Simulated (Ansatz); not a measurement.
Effect of biaxial strain +0.60 %, plane normal [001], relaxed out of plane on TiO2

Take TiO2 in the rutile structure (space group P4_2/mnm, No. 136; a = 4.548 Å, c = 2.917 Å) as the base. Axes: x, y, z lie along a, b, c of the conventional cell.

It is then changed as follows: tensile biaxial strain of 0.60 % in the plane normal to [001], as in epitaxy on a mismatched substrate; the out-of-plane cell vector and the atoms relax.

Level of theory: LDA, PAW, 420 eV (Ansatz, a program for electronic structure; without spin-orbit coupling). Γ-centred 7×7×11 mesh, Fermi–Dirac width 0.05 eV.

```csv
quantity,base,changed,shift
space group,P4_2/mnm (No. 136),P4_2/mnm (No. 136),–
shortest interatomic distance,1.928 Å,1.928 Å,0.000 Å
"pressure (mean of the normal stresses, compression positive)",0.00 GPa,-1.57 GPa,-1.57 GPa
band gap,1.86 eV,1.87 eV,+0.01 eV
gap character,direct at Γ,direct at Γ,–
width of the top valence band,1.70 eV,1.68 eV,-0.02 eV
electron mass,"0.52 mₑ along c, 1.1 mₑ across (at Γ)","0.51 mₑ out of plane, 1.1 mₑ in plane (at Γ)",–
"valence-band top at Γ (three highest levels, from the VBM)","0.00, -0.47, -0.47 eV","0.00, -0.45, -0.45 eV",–
out-of-plane strain,–,-0.39 %,–
mean in-plane stress (compression positive),–,-2.4 GPa,–
```

Cost of the whole job for the changed cell (relaxation, final SCF and bands): roughly 60 core-seconds.

Effective masses come from finite differences of ±0.01 Å⁻¹. Whether these cells are dynamically stable was not tested. All final runs are without spin polarisation.
